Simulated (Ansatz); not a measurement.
A self-consistent single point of Ca₂AsI (R-3m, 8 atoms in the cell) with Ansatz (a program for electronic structure).

Method: r2SCAN, default PAW files made with PBE (plane waves; Ansatz).

The change in words: 1 x 2 x 1 supercell, mesh divided and rounded up; kpoints.mp_grid.grid: 7 7 7 → 7 4 7. Reference geometry:
```
Ca2AsI
1.0
    2.19850     1.26930     7.43000
   -2.19850     1.26930     7.43000
    0.00000    -2.53861     7.43000
As I Ca
1 1 2
Direct
  0.50000   0.50000   0.50000
  0.00000   0.00000   0.00000
  0.23130   0.23130   0.23130
  0.76870   0.76870   0.76870
```

Reference input (self-consistent single point, DFT, r2SCAN, plane waves, default PAW files made with PBE): kpoints.mp_grid.grid = 7 7 7; hamiltonian.xc = r2scan; hamiltonian.pseudopotentials = {kind: paw} (the program's default PAW files); scf.occupations.method = gaussian; scf.occupations.width = 0.0147 Ry. This run's input differs from it in these lines:

Ansatz 0.2 input:
```diff
@@ -3,11 +3,15 @@
     - [2.198500, 1.269305, 7.430000]
-    - [-2.198500, 1.269305, 7.430000]
+    - [-4.397000, 2.538610, 14.860000]
     - [0.000000, -2.538609, 7.430000]
   atoms:
-    - { symbol: As, position: [0.500000, 0.500000, 0.500000] }
+    - { symbol: As, position: [0.500000, 0.250000, 0.500000] }
+    - { symbol: As, position: [0.500000, 0.750000, 0.500000] }
     - { symbol: I, position: [0.000000, 0.000000, 0.000000] }
-    - { symbol: Ca, position: [0.231300, 0.231300, 0.231300] }
-    - { symbol: Ca, position: [0.768700, 0.768700, 0.768700] }
+    - { symbol: I, position: [0.000000, 0.500000, 0.000000] }
+    - { symbol: Ca, position: [0.231300, 0.115650, 0.231300] }
+    - { symbol: Ca, position: [0.231300, 0.615650, 0.231300] }
+    - { symbol: Ca, position: [0.768700, 0.384350, 0.768700] }
+    - { symbol: Ca, position: [0.768700, 0.884350, 0.768700] }
 kpoints:
-  mp_grid: { grid: [7, 7, 7] }
+  mp_grid: { grid: [7, 4, 7] }
 hamiltonian:
```

Output (repeated stretches shortened):

```
SCF iter   1: F=—  HF=-32084.964261 eV  |F-HF|=—  |Δ(HF+E_count)|=         —  Δρ=5.22e-3  dr2=1.25e-1  dr2_τ=2.20e-2  ethr=1.77e-3  ⟨swp⟩=12.3  Hψ=20719  notcnv=0
all-band conjugate gradients solve this SCF's bands
preconditioner: auto → Resta (q_TF=auto, 2.359 Å⁻¹)
SCF iter   2: F=—  HF=-32085.097597 eV  |F-HF|=—  |Δ(HF+E_count)|=   1.33e-1  Δρ=2.24e-3  dr2=2.10e-2  dr2_τ=5.45e-4  ethr=1.20e-4  ⟨swp⟩=2.0  Hψ=7041  notcnv=0  defer=283
   [... lines left out ...]
SCF iter   5: F=—  HF=-32085.093672 eV  |F-HF|=—  |Δ(HF+E_count)|=   1.10e-4  Δρ=5.53e-5  dr2=9.76e-6  dr2_τ=6.74e-7  ethr=2.40e-7  ⟨swp⟩=3.0  Hψ=6658  notcnv=0  defer=283
SCF iter   6: F=—  HF=-32085.093669 eV  |F-HF|=—  |Δ(HF+E_count)|=   3.41e-6  Δρ=1.40e-5  dr2=5.84e-7  dr2_τ=2.40e-8  ethr=9.38e-9  ⟨swp⟩=2.0  Hψ=6797  notcnv=0  defer=283
SCF iter   7: F=-32085.093669 eV  HF=-32085.093669 eV  |F-HF|=5.47e-8  |Δ(HF+E_count)|=   8.57e-8  Δρ=4.53e-6  dr2=6.17e-8  dr2_τ=1.09e-9  ethr=9.62e-11  ⟨swp⟩=15.6  Hψ=21577  notcnv=0
SCF 1 converged in 7 iterations: F = -32085.093669 eV  dr2 = 6.17e-8
Free energy (F): -32085.093669 eV
Internal energy: -32085.093669 eV  (E = F + TS)
E sigma→0 (E₀):  -32085.093669 eV
Fermi energy:    7.752712 eV
--- Forces (eV/Å), atoms counted from 1 ---
  atom   1  As    -0.00000000     0.00000000     0.00000000
  atom   2  As    -0.00000000     0.00000000     0.00000000
  atom   3  I      0.00000000     0.00000000    -0.00000000
  atom   4  I     -0.00000000    -0.00000000    -0.00000000
  atom   5  Ca    -0.00006278     0.00003625    -0.02761666
  atom   6  Ca    -0.00006278     0.00003625    -0.02761666
  atom   7  Ca     0.00006278    -0.00003625     0.02761666
  atom   8  Ca     0.00006278    -0.00003625     0.02761666
--- Stress (GPa, compression-positive) ---
       -0.251901       0.000663       0.000040
        0.000663      -0.251135      -0.000023
        0.000040      -0.000023       0.027835
  P = ⅓ Tr σ = -0.1584 GPa (-1.584 kbar)
  The stress holds the Pulay correction. Without it, at fixed plane waves, as pw.x and ABINIT print it: P = -0.1771 GPa
```

The run converged in 7 iterations. Against the reference run the free energy stays essentially unchanged (within 1 meV/atom), the pressure stays at -0.16 GPa, the largest force stays at 0.028 eV/Å and the gap on the mesh goes from 1.937 to 1.919 eV.

The starting cell comes from a database of published, mostly measured structures (it also holds non-ambient and calculated ones), without a prior relaxation at this level. Spin-orbit coupling is off. Ansatz's pressure includes its estimate of the finite-basis (Pulay) stress.

Cost on one core of a shared machine: roughly 90 s.
